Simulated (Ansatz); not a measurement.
Consider a periodic stack without vacuum, rock-salt TaN (1 1 1) on wurtzite ZnO (1 0 0) (film strained to the substrate, faces as cut): substrate slab Zn10O10, film N8Ta8, surface cells [[0, 1], [-1, 0]] and [[-1, 2], [-1, 0]], film strained by -2.1 and +5.0 %, faces OZn/OZn and N/Ta as cut (like faces can put a slab off its formula). Its start:

```
CELL_PARAMETERS angstrom
      5.29379     0.00000     0.05750
      0.00000     3.27949    -0.00046
     -0.58495    -1.64371    26.03495
ATOMIC_POSITIONS crystal
  Zn 0.52085 0.24438 0.03479
  Zn 0.03835 0.29891 0.11052
  O  0.92591 0.24514 0.03847
  O  0.41589 0.29778 0.11079
  Zn 0.53987 0.81558 0.14603
  Zn 0.04170 0.85667 0.22017
  O  0.91891 0.81668 0.14739
  O  0.42062 0.85637 0.21924
  Zn 0.54413 0.37462 0.25533
  Zn 0.04819 0.41152 0.33009
  O  0.92344 0.37523 0.25728
  O  0.42642 0.41079 0.32824
  Zn 0.55134 0.92856 0.36364
  Zn 0.05493 0.96374 0.44089
  O  0.93059 0.93045 0.36790
  O  0.42966 0.96154 0.43613
  Zn 0.55724 0.47893 0.47005
  Zn 0.98768 0.50825 0.55326
  O  0.93418 0.48230 0.47898
  O  0.43245 0.50134 0.54043
  N  0.08292 0.53069 0.62837
  N  0.62212 0.03831 0.63259
  N  0.78862 0.57522 0.72311
  N  0.27585 0.06563 0.72501
  N  0.46716 0.62051 0.81577
  N  0.95776 0.11574 0.81946
  N  0.12563 0.67613 0.91282
  N  0.65765 0.16743 0.91428
  Ta 0.95114 0.05264 0.67967
  Ta 0.44602 0.52808 0.61163
  Ta 0.61451 0.09240 0.76543
  Ta 0.13589 0.58087 0.77130
  Ta 0.30433 0.15122 0.86614
  Ta 0.79097 0.63987 0.86366
  Ta 0.99057 0.20447 0.96556
  Ta 0.46467 0.69263 0.95397
```

The start was prepared with a machine-learned potential, and the result is one local minimum, with the in-plane cell held and forces under 0.04 eV/Å; the film can end far from its bulk form.

Level of theory: PBE (plane waves to 420 eV, PAW; Ansatz, a quantum-chemistry and plane-wave program). Spin–orbit coupling is left out; the runs are not spin-polarised; PBE gaps are too small against experiment. Its k-point mesh 6×10×1, Fermi–Dirac width 0.05 eV.

Problem. Predict the relaxed interface.

Solution. 
- interface area: 17.4 Å²
- period: 26.06 Å
- gaps between the outermost planes at the two interfaces: 1.50 and 1.66 Å
- Ta–Zn contacts across the interfaces within 1.22 times the sum of covalent radii: 6, mean 2.97 Å
- O–Ta contacts across the interfaces within 1.22 times the sum of covalent radii: 2, mean 1.84 Å
- N–Zn contacts across the interfaces within 1.22 times the sum of covalent radii: 1, mean 2.05 Å
